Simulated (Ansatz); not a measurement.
**zinc-blende AlP: the defect Al vacancy + Si on the Al site**

These are PBE, PAW (plane waves to 420 eV; Ansatz, an electronic-structure program) values and carry that method's errors. The supercell holds 64 host sites (2×2×2 repeats of the unit cell), with a 2×2×2 shifted k-point sampling for the final energies. Sites at the start: the Al site; Al 3.89 Å away. Finite-size correction: monopole term and site-potential alignment. Dielectric constants: PBE linear response of the host. Host gap at this level: 1.63 eV. Finite-size and sampling errors can reach tenths of an eV here. Levels are measured in PBE's own, too narrow, gap. Spin–orbit coupling is left out. Each state is the lowest found from its start.

Formation energies E_f are given with the Fermi level at the valence-band maximum. Chemical conditions: P-rich (Δμ(Al) = -1.26 eV, Δμ(Si) = -0.45 eV, bounded by SiP2 (Pbam); only phases computed here count, gases as isolated molecules at 0 K). Reference phases: Al: fcc Al, Si: silicon.

```csv
charge,moment (μB),largest move off a lattice site (Å),image correction with alignment (eV),"E_f, P-rich (eV)",above the lowest spin state (eV)
0,2.0,0.13,0.00,3.14,0.00
0†,not spin-polarised,0.18,0.00,3.24,0.10
−1†,1.0,0.17,0.31,–,0.00
−1†,1.0,0.17,0.31,–,0.00
−2,0.0,0.18,0.90,4.77,0.00
−2,not spin-polarised,0.18,0.90,4.77,0.00
```

† Not settled in this cell, so no level is given: charge −1: a level filled in part.

Starting moments that weren't kept: charge −1 began with 3 μB and ended with 1.0; charge −2 began with 2 μB and ended with 0.0.

Flagged in the runs: a strain field that reaches the edge of the cell.

All states together cost roughly 40 core-minutes.
